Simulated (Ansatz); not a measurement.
System: CsCl-type ScAu. Method: PBEsol in Ansatz (plane waves, PAW).

Run with plane-wave cutoff 500 eV, 16×16×16 k mesh, Fermi–Dirac smearing 0.1 eV, scalar-relativistic PAW data made under PBE.

Computed at the level's own relaxed cell.

Q: Estimate the volume per atom and lattice constant a that the calculation returns.

A: 
* **volume per atom**: 18.91 Å³/atom
* **lattice constant a**: 3.357 Å

The run finds no gap.

Spin–orbit coupling is not included; it can shift volumes and moduli of such heavy elements.

Computed values are for the static lattice.

Ansatz is a quantum-chemistry and plane-wave program.
